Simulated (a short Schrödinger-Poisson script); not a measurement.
Stack: MOS inversion layer, SiO2 on p-type Si(100), at 150 K.

From the gate side: 1.7 nm SiO2; 570 nm Si, acceptors 5.6e17 cm⁻³.

Constants are typed, rounded textbook-type inputs, not results; the design itself was drawn at random and stands for no fabricated device. SiO2: permittivity 3.9, conduction-band edge (eV) 3.15, gap (eV) 9, electron mass (mₑ) 0.5. Si: permittivity 11.7, conduction-band edge (eV) 0, gap (eV) 1.124, Nv at 300 K (cm⁻³) 3.1e19.

Channel valleys (confinement mass, in-plane density-of-states mass, number): Δ2 0.916, 0.19, 2; Δ4 0.19, 0.417, 4. At the gate the conduction-band edge of layer 1 lies 3.42 eV − eVg above the Fermi level of the channel; the field vanishes at the back. Gaps are held at their typed values at every temperature. Mesh 0.03 nm at interfaces.

Solved with a short Schrödinger-Poisson script written for these runs: 1D Poisson equation in equilibrium, electrons quantum, Hartree (BenDaniel-Duke, 12 states a valley, the channel's in-plane mass for all, wave functions ending at the dielectric), parabolic valleys, classical holes, full ionisation, no traps, pinning or gate leakage.

```
Vg (V)  electrons (cm⁻²)  C (μF/cm²)  Δ2 E0 (meV from the Fermi level)  Δ4 E0 (meV from the Fermi level)
------  ----------------  ----------  --------------------------------  --------------------------------
0.5               2.06e9       0.208                              89.6                             156.1
0.55             4.60e10       0.529                              49.3                             116.9
0.6              2.82e11        1.12                              25.1                              94.1
0.65             6.61e11        1.35                              12.9                              83.5
0.7              1.09e12        1.45                               5.0                              77.2
0.75             1.55e12        1.50                              -1.1                              72.8
0.8              2.02e12        1.53                              -6.2                              69.3
0.85             2.50e12        1.55                             -10.7                              66.5
0.9              2.98e12        1.57                             -14.7                              64.0
0.95             3.47e12        1.58                             -18.6                              61.7
1                3.97e12        1.59                             -22.2                              59.6
1.05             4.47e12        1.60                             -25.7                              57.6
1.1              4.97e12        1.61                             -29.1                              55.7
1.15             5.47e12        1.62                             -32.4                              53.9
1.2              5.97e12        1.62                             -35.6                              52.1
```

Gate voltages with under 1e9 electrons/cm² are left out.

Q: At Vg = 1.2 V the lowest Δ2 subband lies at -35.6 meV from the Fermi level. How many electrons does it hold, and what share of all?

A: The two-dimensional density of states is g m/(πħ²) = 1.59e11 cm⁻² meV⁻¹ (both spins), kT = 12.9 meV, so n = D kT ln(1 + exp(−E/kT)) = 5.79e12 cm⁻², 0.97 of the 5.97e12 cm⁻² in all.

Q: Compare the slope of the sheet density between 1.1 and 1.2 V with the geometric capacitance of the layers between gate and channel.

A: q Δn/ΔV = 1.60 μF/cm²; ε0/Σ(t/ε) = 2.03 μF/cm². The ratio is 0.79: the channel acts as a further capacitance in series.
